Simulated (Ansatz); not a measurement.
Structures of equal composition on the (110) surface of bcc W: a layer of Sc in place of the second plane; a layer of Sc in place of the third plane. The slabs share one bottom face, and each structure is named by its start. These are constructed structures in small cells; real faces may alloy, dewet or reconstruct in larger ones, and not all known structures of the face are among them. Slabs of about 11 Å, Fermi-Dirac smearing of 0.1 eV. Bottom of the slabs: a bare face, its two planes held. Relaxed from the named starts with such symmetry as they have, on meshes of like density; energies extrapolated to zero smearing; spin only where a row says so; no spin-orbit coupling, no U. Brackets mark spin-polarised runs, whose order is one that fits the cell.

These are PBE (plane waves to 420 eV, PAW; Ansatz, an electronic-structure program) values and carry that method's errors.

Q: Put the candidates in order of energy per 1x1 cell, lowest first, for PBE.

A: a layer of Sc in place of the second plane (0.000 eV), a layer of Sc in place of the third plane (0.022 eV)
